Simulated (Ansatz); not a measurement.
Base system: C in the diamond structure (space group Fd-3m, No. 227).

```yaml
crystal:
  lattice:
    - [0.00000, 1.76587, 1.76587]
    - [1.76587, 0.00000, 1.76587]
    - [1.76587, 1.76587, 0.00000]
  atoms:
    - { symbol: C, position: [0.00000, 0.00000, 0.00000] }
    - { symbol: C, position: [0.25000, 0.25000, 0.25000] }
```

Calculations: DFT with LDA, PAW potentials and a 420 eV plane-wave cutoff in Ansatz (a quantum-chemistry and plane-wave program), no SOC.

Strains are applied to the cell and any free atomic positions relax.

One change was made to it. Results:

```tsv
quantity	base	after
band gap	4.17 eV	4.25 eV
hole mass (degenerate bands, along [100])	0.29, 0.29, 0.55 mₑ (at Γ)	0.28, 0.28, 0.56 mₑ (at Γ)
energy relative to the base (free energy F)	0 meV/atom	+7.5 meV/atom
width of the top valence band	8.62 eV	8.89 eV
```

Q: Which of these changes matches the shifts?
A. isotropic strain −1.00 %
B. isotropic strain −0.50 %
C. isotropic strain +3.00 %
D. isotropic strain +0.50 %
E. isotropic strain −2.50 %

A: A, isotropic strain −1.00 %. For comparison, the energy relative to the base in the other runs: isotropic strain +0.50 % gives +1.8 meV/atom; isotropic strain +3.00 % gives +60 meV/atom; isotropic strain −0.50 % gives +1.9 meV/atom; isotropic strain −2.50 % gives +48 meV/atom.

Effective masses come from finite differences of ±0.01 Å⁻¹. Stability against distortions was not tested.
